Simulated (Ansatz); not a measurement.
Worked example: self-consistent single point of V (Im-3m, 1 atom in the cell) in Ansatz (a program for electronic structure).

Computed with PBE (plane waves, PAW; Ansatz).

```yaml
crystal:
  lattice:
    - [-1.50743, 1.50743, 1.50743]
    - [1.50743, -1.50743, 1.50743]
    - [1.50743, 1.50743, -1.50743]
  atoms:
    - { symbol: V, position: [0.00000, 0.00000, 0.00000] }
```

Reference input (self-consistent single point, DFT, PBE, plane waves, default PAW files): basis.ecutwfc = 420 eV; kpoints.mp_grid.grid = 15 15 15; hamiltonian.xc = pbe; hamiltonian.pseudopotentials = {kind: paw} (the program's default PAW files); scf.occupations.method = gaussian; scf.occupations.width = 0.1 eV. This run's input differs from it in these lines:

Ansatz 0.2 input:
```diff
@@ -9,3 +9,3 @@
 basis:
-  ecutwfc: 420.0 eV
+  ecutwfc: 630.0 eV
 kpoints:
```

Log, with long lists cut:

```
SCF iter   1: F=—  HF=-2912.416846 eV  |F-HF|=—  |Δ(HF+E_count)|=         —  Δρ=4.70e-3  dr2=8.00e-4  ethr=1.77e-3  ⟨swp⟩=4.0  Hψ=6622  notcnv=0
all-band conjugate gradients solve this SCF's bands
preconditioner: auto → none
SCF iter   2: F=—  HF=-2912.416893 eV  |F-HF|=—  |Δ(HF+E_count)|=   4.71e-5  Δρ=2.37e-3  dr2=2.07e-4  ethr=6.16e-6  ⟨swp⟩=1.0  Hψ=2280  notcnv=0
SCF iter   3: F=—  HF=-2912.416953 eV  |F-HF|=—  |Δ(HF+E_count)|=   5.99e-5  Δρ=8.81e-5  dr2=7.26e-7  ethr=1.60e-6  ⟨swp⟩=1.0  Hψ=1293  notcnv=0
SCF iter   4: F=—  HF=-2912.416939 eV  |F-HF|=—  |Δ(HF+E_count)|=   1.42e-5  Δρ=7.15e-5  dr2=5.61e-7  ethr=5.59e-9  ⟨swp⟩=2.0  Hψ=2077  notcnv=0
iter 5 did not close the SCF: its close was put off for the readings that it lacked (scf_convergence_deferred on its scf_iter line)
SCF iter   5: F=-2912.416938 eV  HF=-2912.416939 eV  |F-HF|=5.58e-8  |Δ(HF+E_count)|=   1.39e-7  Δρ=2.51e-5  dr2=6.70e-8  ethr=4.31e-9  ⟨swp⟩=1.9  Hψ=1439  notcnv=0
SCF iter   6: F=-2912.416939 eV  HF=-2912.416939 eV  |F-HF|=1.19e-9  |Δ(HF+E_count)|=   1.82e-8  Δρ=3.68e-6  dr2=1.43e-9  ethr=5.16e-10  ⟨swp⟩=2.5  Hψ=4673  notcnv=0
SCF 1 converged in 6 iterations: F = -2912.416939 eV  dr2 = 1.43e-9
Free energy (F): -2912.416939 eV
Internal energy: -2912.409475 eV  (E = F + TS)
E sigma→0 (E₀):  -2912.413207 eV
Entropy (-TS):   -0.007464 eV (-7.464 meV/atom)
Fermi energy:    16.212346 eV
--- Forces (eV/Å), atoms counted from 1 ---
  atom   1  V     -0.00000000     0.00000000     0.00000000
--- Stress (GPa, compression-positive) ---
       -3.440619      -0.000000       0.000000
       -0.000000      -3.440619      -0.000000
       -0.000000       0.000000      -3.440619
  P = ⅓ Tr σ = -3.4406 GPa (-34.406 kbar)
  The stress holds the Pulay correction. Without it, at fixed plane waves, as pw.x and ABINIT print it: P = -3.4548 GPa
```

The run converged in 6 iterations. Against the reference run the free energy drops by 2.4 meV/atom and the pressure moves little (-3.38 to -3.44 GPa).

The starting cell has typed, rounded lattice constants, without a prior relaxation at this level. Its lattice was rescaled by up to half a per cent. Spin polarisation is off. Ansatz's pressure includes its estimate of the finite-basis (Pulay) stress.
